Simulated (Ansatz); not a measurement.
The starting structures come from a database of crystals and need not be the phases stable at ambient conditions.

The decay constant κ of evanescent states in the gap governs leakage through a thin film.

Data:

```
Ba3CdTa2O9
1.0
    5.95206     0.00000     0.00000
    0.00000     7.36479     0.00000
    2.97603     0.00000     5.15464
Ba Ta Cd O
3 2 1 9
Direct
  0.66667   0.66497   0.66667
  0.33333   0.33503   0.33333
  0.00000   0.00000   0.00000
  0.33333   0.83233   0.33333
  0.66667   0.16767   0.66667
  0.00000   0.50000   0.00000
  0.82311   0.31243   0.35377
  0.17688   0.68757   0.64623
  0.82311   0.31243   0.82312
  0.17688   0.68757   0.17688
  0.35377   0.31243   0.82312
  0.64623   0.68757   0.17688
  0.50000   0.00000   0.00000
  0.50000   0.00000   0.50000
  0.00000   0.00000   0.50000
```

Space group of this cell: P-3m1. The cell is taken as given; by r2SCAN its mean pressure is -5.2 GPa.

Transport runs along the normal of the first two printed cell vectors, the (100) plane of the conventional cell.

No gap correction and no spin-orbit coupling; mid-gap values are interpolated between computed energies.

**Question.** Predict the band gap and the smallest decay constant κ at mid-gap from r2SCAN run with Ansatz (a program for electronic structure).

**Answer.** Gap 3.98 eV on a 6×4×6 mesh; κ = 0.362 1/Å, at (0.000, 0.500) of the in-plane reciprocal vectors. At the zone centre, at the nearest computed energy, the slowest state has κ = 0.37 1/Å.
